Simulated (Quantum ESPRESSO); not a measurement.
Worked example: self-consistent single point of InSb2S4Br (C2/m, 16 atoms in the cell) in Quantum ESPRESSO.

Computed with LDA (PZ), GBRV 1.5 ultrasoft (LDA) pseudopotentials (plane waves; Quantum ESPRESSO).

```xyz
16
Lattice="9.8827 -1.8941 0.0000 9.8827 1.8941 0.0000 -5.5602 0.0000 9.9774" Properties=species:S:1:pos:R:3 pbc="T T T"
In     3.5063     0.0000     5.6494
In    10.6989     0.0000     4.3280
Sb    -3.4333     0.0000     7.8133
Sb    17.6385     0.0000     2.1641
Sb    13.3943     0.0000     0.9674
Sb     0.8109     0.0000     9.0100
S      2.2601     0.0000     3.4741
S     11.9451     0.0000     6.5033
S      5.5839     0.0000     1.3120
S      8.6213     0.0000     8.6654
S      1.8649     0.0000     0.2464
S     12.3403     0.0000     9.7310
S      4.7789     0.0000     7.8602
S      9.4262     0.0000     2.1172
Br    15.1231     0.0000     4.6423
Br    -0.9180     0.0000     5.3351
```

Reference input (self-consistent single point, DFT, LDA (PZ), plane waves, GBRV 1.5 ultrasoft (LDA) pseudopotentials): ecutwfc = 40 Ry; ecutrho = 200 Ry; occupations = smearing; smearing = gaussian; degauss = 0.0147 Ry; K_POINTS = automatic 5 5 2 0 0 0; conv_thr = 1e-10 Ry; mixing_beta = 0.7. This run's input differs from it in these lines:

```diff
@@ -11,4 +11,4 @@
     ntyp = 4,
-    ecutwfc = 40,
-    ecutrho = 200,
+    ecutwfc = 16,
+    ecutrho = 80,
     occupations = 'smearing',
```

Log, with long lists cut:

```
     Self-consistent Calculation

     iteration #  1     ecut=    16.00 Ry     beta= 0.70

     negative rho (up, down):  1.067E-05 0.000E+00

     total energy              =   -1253.57039161 Ry
     estimated scf accuracy    <      22.69473840 Ry

     iteration #  2     ecut=    16.00 Ry     beta= 0.70

     negative rho (up, down):  6.149E-07 0.000E+00

     total energy              =   -1233.89810384 Ry
     estimated scf accuracy    <     171.09154926 Ry

     iteration #  3     ecut=    16.00 Ry     beta= 0.70

     total energy              =   -1251.19165153 Ry
     estimated scf accuracy    <     114.63557557 Ry

   [... 16 blocks of this kind left out ...]

     iteration # 20     ecut=    16.00 Ry     beta= 0.70

     negative rho (up, down):  6.461E-06 0.000E+00

     total energy              =   -1263.64652289 Ry
     estimated scf accuracy    <          1.6E-10 Ry

     iteration # 21     ecut=    16.00 Ry     beta= 0.70

     negative rho (up, down):  6.462E-06 0.000E+00
     End of self-consistent calculation

     the Fermi energy is     7.6069 ev

!    total energy              =   -1263.64652289 Ry
     estimated scf accuracy    <          5.7E-11 Ry
     smearing contrib. (-TS)   =      -0.00000001 Ry
     internal energy E=F+TS    =   -1263.64652289 Ry

     convergence has been achieved in  21 iterations

     negative rho (up, down):  6.462E-06 0.000E+00

     Forces acting on atoms (cartesian axes, Ry/au):

     atom    1 type  1   force =     0.00904872    0.00000000   -0.00432565
     atom    2 type  1   force =    -0.00904872    0.00000000    0.00432565
     atom    3 type  2   force =     0.01619788    0.00000000   -0.00802218
     atom    4 type  2   force =    -0.01619788    0.00000000    0.00802218
     atom    5 type  2   force =     0.00803034    0.00000000    0.00523336
   [... lines left out ...]
     Total force =     0.046136     Total SCF correction =     0.000044
   [... lines left out ...]

     negative rho (up, down):  6.462E-06 0.000E+00
          total   stress  (Ry/bohr**3)                   (kbar)     P=    -5436.57
  -0.03695910   0.00000000  -0.00007156        -5436.87        0.00      -10.53
   0.00000000  -0.03696239   0.00000000            0.00    -5437.36        0.00
  -0.00007156   0.00000000  -0.03694970          -10.53        0.00    -5435.49

   JOB DONE.
```

The run converged in 21 iterations. Against the reference run the free energy goes up by 23.1 eV/atom, the pressure goes from 2.38 to -543.7 GPa, the largest force goes from 0.873 to 0.465 eV/Å and the gap on the mesh moves little (1.377 to 1.375 eV).

The starting cell comes from a database of published, mostly measured structures (it also holds non-ambient and calculated ones), without a prior relaxation at this level. Its lattice was rescaled by a random factor within 2.5 % of one. Spin-orbit coupling is off. At the lowered cutoff the pressure carries the error of an incomplete plane-wave basis.

Cost on one core of a shared machine: roughly 8 min.
